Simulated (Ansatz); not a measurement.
## GaAs under load (space group P6_3mc): band-edge transport data

Given:

```
GaAs
1.0
    3.97770     0.00000     0.00000
   -1.98885     3.44479     0.00000
    0.00000     0.00000     6.68774
Ga As
2 2
Direct
  0.33333   0.66667   0.00173
  0.66667   0.33333   0.50173
  0.33333   0.66667   0.37327
  0.66667   0.33333   0.87327
```

The numbers are results of r2SCAN with spin-orbit coupling, rigid bands (plane waves, PAW; Ansatz, a first-principles code), not measurements. Condition of this run: uniaxial stress along c of -2.4 GPa (compression positive) (the target of the relaxation). Cell: cell and atoms relaxed with PBEsol, then loaded as said.

```yaml
band_gap: 0.71 eV
electron conductivity mass (300 K, dilute): 0.062 (x), 0.062 (y), 0.050 (z) mₑ
hole conductivity mass (300 K, dilute): 0.25 (x), 0.25 (y), 0.96 (z) mₑ
effective density of states N_c (300 K): 3.2e17 cm⁻³
effective density of states N_v (300 K): 4.4e18 cm⁻³
density_of_states_mass_electrons: 0.055 mₑ
density_of_states_mass_holes: 0.31 mₑ
Seebeck coefficient, n-type 1e19 cm⁻³, 300 K: -43 μV/K
best n-type power factor at 300 K for τ = 10 fs (best axis; densities from 1e16 to 1e21 cm⁻³ tried, whether or not they can be reached): 28 μW/(cm·K²) at 3e20 cm⁻³
Seebeck coefficient, p-type 1e19 cm⁻³, 300 K: 184 μV/K
best p-type power factor at 300 K for τ = 10 fs (best axis; densities from 1e16 to 1e21 cm⁻³ tried, whether or not they can be reached): 4.4 μW/(cm·K²) at 3e20 cm⁻³
```

Rigid bands; masses and Seebeck coefficients take one relaxation time τ for all states and one kind of carrier; polarons and phonon drag are left out. Geometry: cell and atoms relaxed with PBEsol.
